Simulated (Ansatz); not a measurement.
MgV2O6 (C2/m, No. 12)

These are r²SCAN-D4 in Ansatz (PAW) values and carry that method's errors.

Numerical settings: plane-wave cutoff 500 eV, 12×12×6 k mesh (along the axes of the cell as run), gaussian smearing 0.02 eV, no spin polarisation, scalar-relativistic PAW data made under PBE.

Cell: relaxed at this level.

- equilibrium volume per atom = 11.00 Å³/atom
- band gap = 2.98 eV (on the SCF k mesh)

The computed numbers hold no vibrational or temperature effects.

It cost around 8 core-minutes (rough) of CPU time.

Ansatz is a quantum-chemistry and plane-wave program.
